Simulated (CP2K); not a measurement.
# CP2K run on a (001) slab of Te (cut from a parent of space group no. 152; 3 atoms in the cell): self-consistent single point

Level of theory: LDA (Pade form), GPW, DZVP-MOLOPT-SR-GTH basis, GTH-PADE potentials (GTH_POTENTIALS) run with CP2K.

Input:

```
&GLOBAL
  PROJECT te
  RUN_TYPE ENERGY_FORCE
  PRINT_LEVEL LOW
&END GLOBAL
&FORCE_EVAL
  METHOD Quickstep
  STRESS_TENSOR ANALYTICAL
  &DFT
    BASIS_SET_FILE_NAME BASIS_MOLOPT
    POTENTIAL_FILE_NAME GTH_POTENTIALS
    &QS
      METHOD GPW
      EPS_DEFAULT 1E-10
    &END QS
    &MGRID
      CUTOFF 400
      REL_CUTOFF 50
      NGRIDS 4
    &END MGRID
    &SCF
      SCF_GUESS ATOMIC
      EPS_SCF 1E-6
      MAX_SCF 100
      ADDED_MOS 4
      &DIAGONALIZATION
        ALGORITHM STANDARD
      &END DIAGONALIZATION
      &MIXING
        METHOD BROYDEN_MIXING
        ALPHA 0.4
        NBUFFER 12
        BETA 1.5
      &END MIXING
      &SMEAR ON
        METHOD FERMI_DIRAC
        ELECTRONIC_TEMPERATURE [K] 232.09
      &END SMEAR
    &END SCF
    &KPOINTS
      SCHEME MONKHORST-PACK 3 3 1
    &END KPOINTS
    &XC
      &XC_FUNCTIONAL PADE
      &END XC_FUNCTIONAL
    &END XC
    &PRINT
      &MO
        EIGENVALUES T
        OCCUPATION_NUMBERS T
        NDIGITS 8
        FILENAME mo
        &EACH
          QS_SCF 0
        &END EACH
        ADD_LAST NUMERIC
      &END MO
      &MULLIKEN OFF
      &END MULLIKEN
    &END PRINT
  &END DFT
  &SUBSYS
    &CELL
      A 4.43770000 0.00000000 0.00000000
      B -2.21885000 3.84316100 0.00000000
      C 0.00000000 0.00000000 17.93359500
      PERIODIC XYZ
    &END CELL
    &COORD
      SCALED
      Te       0.00000000     0.26300000     0.50000000
      Te       0.73700000     0.73700000     0.60967100
      Te       0.26300000     0.00000000     0.39032900
    &END COORD
    &KIND Te
      BASIS_SET DZVP-MOLOPT-SR-GTH-q6
      POTENTIAL GTH-PADE-q6
    &END KIND
  &END SUBSYS
  &PRINT
    &FORCES ON
    &END FORCES
    &STRESS_TENSOR ON
    &END STRESS_TENSOR
  &END PRINT
&END FORCE_EVAL
```

Output, abridged:

```
 GLOBAL| Method name                                                        CP2K
 GLOBAL| Project name                                                         te
 GLOBAL| Run type                                                   ENERGY_FORCE

 TOTAL NUMBERS AND MAXIMUM NUMBERS

  Total number of            - Atomic kinds:                                   1
                             - Atoms:                                          3
                             - Shell sets:                                     3
                             - Shells:                                        15
                             - Primitive Cartesian functions:                 15
                             - Cartesian basis functions:                     42
                             - Spherical basis functions:                     39

  Maximum angular momentum of- Orbital basis functions:                        2
                             - Local part of the GTH pseudopotential:          0
                             - Non-local part of the GTH pseudopotential:      4

 SCF PARAMETERS         Density guess:                                    ATOMIC
                        max_scf:                                             100
                        max_diis:                                              4
                        eps_scf:                                        1.00E-06
                        eps_diis:                                       1.00E-01
                        eps_eigval:                                     1.00E-05
                        level_shift [a.u.]:                             0.000000
                        added MOs                                         4    0
                        Mixing method:                            BROYDEN_MIXING
                                                charge density mixing in g-space
                        Smear method:                                FERMI_DIRAC
                        Electronic temperature [K]:                        232.1
                        Electronic temperature [a.u.]:                  7.35E-04
                        Accuracy threshold:                             1.00E-10
                        No outer SCF

 Extrapolation method: initial_guess

 Number of electrons:                                                         18
 Number of occupied orbitals:                                                  9
 Number of molecular orbitals:                                                13

 Number of orbital functions:                                                 39
 Number of independent orbital functions:                                     39

 SCF WAVEFUNCTION OPTIMIZATION

  Step     Update method      Time    Convergence         Total energy    Change
     1 NoMix/Diag. 0.40E+00      -     0.45899909       -24.6490529400 -2.46E+01
     2 Broy./Diag. 0.40E+00      -     0.05939804       -24.9737385571 -3.25E-01
     3 Broy./Diag. 0.40E+00      -     0.08893445       -24.8599367675  1.14E-01
     4 Broy./Diag. 0.40E+00      -     0.02079730       -24.7692693692  9.07E-02
     5 Broy./Diag. 0.40E+00      -     0.00781468       -24.6916984626  7.76E-02
     6 Broy./Diag. 0.40E+00      -     0.00181893       -24.6655188062  2.62E-02
     7 Broy./Diag. 0.40E+00      -     0.00202987       -24.6464785594  1.90E-02
   [... 10 lines left out ...]
    18 Broy./Diag. 0.40E+00      -     0.00000433       -24.6442783438 -1.27E-06
    19 Broy./Diag. 0.40E+00      -     0.00000311       -24.6442819133 -3.57E-06
    20 Broy./Diag. 0.40E+00      -     0.00000205       -24.6442852928 -3.38E-06
    21 Broy./Diag. 0.40E+00      -     0.00000123       -24.6442923815 -7.09E-06
    22 Broy./Diag. 0.40E+00      -     0.00000078       -24.6442972558 -4.87E-06

  *** SCF run converged in    22 steps ***

  Electronic density on regular grids:        -18.0000000000        0.0000000000
  Core density on regular grids:               17.9999999951       -0.0000000049
  Total charge density on r-space grids:       -0.0000000049
  Total charge density g-space grids:          -0.0000000049

  Overlap energy of the core charge distribution:               0.00000000075497
  Self energy of the core charge distribution:                -52.98476088970233
  Core Hamiltonian energy:                                     10.37980360342905
  Hartree energy:                                              23.19625093634874
  Exchange-correlation energy:                                 -5.23558111078299
  Electronic entropic energy:                                  -0.00000979587891
  Fermi energy:                                                -0.08436877852857

  Total energy:                                               -24.64429725583352
  Total energy (extrapolated to T->0):                        -24.64429235789406

 ENERGY| Total FORCE_EVAL ( QS ) energy [hartree]            -24.644296673794670

 FORCES| Atomic forces [hartree/bohr]
 FORCES|   Atom     x               y               z               |f|
 FORCES|      1 -1.89780844E-03  3.28706753E-03 -1.95786128E-08   3.79558820E-03
 FORCES|      2 -4.23693451E-03 -4.63760590E-03 -1.68265048E-02   1.79607980E-02
 FORCES|      3  6.13478268E-03  1.35047382E-03  1.68265247E-02   1.79608260E-02
 FORCES| Sum     3.97325351E-08 -6.45546150E-08  3.59606858E-10
 FORCES| Total atomic force                                       7.58030473E-08

 STRESS| Analytical stress tensor [bar]
 STRESS|                        x                   y                   z
 STRESS|      x       -1.69259839234E+04  -3.59678812117E+02  -5.49504848839E+03
 STRESS|      y       -3.59678812117E+02  -1.65106095606E+04  -3.17255103218E+03
 STRESS|      z       -5.49504848839E+03  -3.17255103218E+03  -1.78290421426E+04
 STRESS| 1/3 Trace                                            -1.70885452089E+04
```

The run converged in 22 iterations.

The starting cell has typed, rounded lattice constants, without a prior relaxation at this level. The slab is cut from that crystal, and its faces are unrelaxed. Its lattice was rescaled by up to half a per cent. Spin polarisation is off, though cut faces can carry moments; a gap of a slab can lie between surface states. Values carry the incompleteness of an atom-centred basis.
